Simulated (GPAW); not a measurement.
Input and output of a self-consistent single point for ScBPt3 (Pm-3m, 5 atoms in the cell) (GPAW).

Method of the run: LDA (Perdew-Wang 92), GPAW PAW datasets LDA (gpaw-data 1.0.1) (plane waves; GPAW).

```
CELL_PARAMETERS angstrom
      4.27026     0.00000     0.00000
      0.00000     4.27026     0.00000
      0.00000     0.00000     4.27026
ATOMIC_POSITIONS crystal
  Sc 0.00000 0.00000 0.00000
  B  0.50000 0.50000 0.50000
  Pt 0.00000 0.50000 0.50000
  Pt 0.50000 0.00000 0.50000
  Pt 0.50000 0.50000 0.00000
```

Reference input (self-consistent single point, DFT PBEsol, plane waves, GPAW PAW datasets PBEsol (made by gpaw-setup)): mode = pw; ecut = 950 eV; xc = PBEsol; kpts = 5 5 5; mesh shift (steps) = 0 0 0; occupations.name = methfessel-paxton; occupations.width = 0.05 eV; occupations.order = 0; nbands = -11; convergence.forces = 0.001 eV/Å; symmetry.symmorphic = false; symmetry.tolerance = 0.0005. This run's input differs from it in these lines:

```diff
@@ -16,3 +16,3 @@
 calc = GPAW(mode=PW(950),
-            xc='PBEsol',
+            xc='LDA',
             kpts=(5, 5, 5),
```

Its files differ too (potentials: GPAW PAW datasets LDA (gpaw-data 1.0.1)).

Output, abridged:

```
     iter     time        total  log10-change:
                         energy   eigst   dens  force
iter:   1 --:--:--   -42.184035
iter:   2 --:--:--   -41.555878   -0.51  -1.34
iter:   3 --:--:--   -39.440424   -0.81  -1.38
iter:   4 --:--:--   -39.422219   -2.05  -1.84
iter:   5 --:--:--   -39.383693   -2.10  -1.85
iter:   6 --:--:--   -39.425793   -1.57  -1.94
iter:   7 --:--:--   -39.332556   -2.64  -2.02
iter:   8 --:--:--   -39.328649   -3.35  -2.13
iter:   9 --:--:--   -39.261311   -2.64  -2.14
iter:  10 --:--:--   -39.254778   -3.06  -2.67
iter:  11 --:--:--   -39.254849c  -4.22  -3.39
iter:  12 --:--:--   -39.255520c  -4.37  -3.41
iter:  13 --:--:--   -39.255221c  -4.53  -3.13
iter:  14 --:--:--   -39.254215c  -4.20  -3.01
iter:  15 --:--:--   -39.254214c  -5.27  -3.51
iter:  16 --:--:--   -39.254295c  -5.02  -3.57
iter:  17 --:--:--   -39.254260c  -6.04  -3.62
iter:  18 --:--:--   -39.254252c  -5.85  -3.75
iter:  19 --:--:--   -39.254215c  -6.15  -3.96
iter:  20 --:--:--   -39.254208c  -6.60  -4.33c
iter:  21 --:--:--   -39.254207c  -7.02  -4.50c
iter:  22 --:--:--   -39.254203c  -6.77  -4.57c
iter:  23 --:--:--   -39.254204c  -7.78c -4.65c
iter:  24 --:--:--   -39.254205c  -7.85c -4.64c -28.83c
Converged after 24 iterations.

Dipole moment: (-0.000000, 0.000000, -0.000000) |e|*Ang

Energy contributions relative to reference atoms: (reference = -1521694.489103)

Kinetic:        -24.639895
Potential:      +16.102050
External:        +0.000000
XC:             -29.143651
Entropy (-ST):   -0.006494
Local:           -1.569462
SIC:             +0.000000
--------------------------
Free energy:    -39.257452
Extrapolated:   -39.254205

Showing only first 2 kpts
 Kpt  Band  Eigenvalues  Occupancy
  0    29      8.61131    2.00000
  0    30      8.61131    2.00000
  0    31      8.61236    2.00000
  0    32     10.95720    0.00000

  1    29      8.61197    2.00000
  1    30      9.43317    2.00000
  1    31      9.43317    2.00000
  1    32     10.91462    0.00000

Fermi level: 9.66909

No gap
No difference between direct/indirect transitions
Energy (eV): -39.254205

Forces in eV/Ang:
  0 Sc    0.00000    0.00000    0.00000
  1 B    -0.00000   -0.00000   -0.00000
  2 Pt   -0.00000    0.00000    0.00000
  3 Pt    0.00000   -0.00000    0.00000
  4 Pt    0.00000    0.00000   -0.00000

Stress tensor:
     0.079292     0.000000     0.000000
     0.000000     0.079292     0.000000
     0.000000     0.000000     0.079292
Stress (GPa, Voigt): [12.704 12.704 12.704  0.     0.     0.   ]
```

The run converged in 24 iterations. GPAW prints stress with tension positive. 

At such cutoffs GPAW's stress carries a finite-basis (Pulay) error, which enters relaxed cells too; its log prints stress with tension positive.

The starting cell comes from a database of computed structures (which also holds hypothetical and non-ambient phases and stackings), without a prior relaxation at this level. Its lattice was rescaled by a random factor within 2.5 % of one. Spin polarisation is off.

Cost on one core of a shared machine: roughly 40 s.
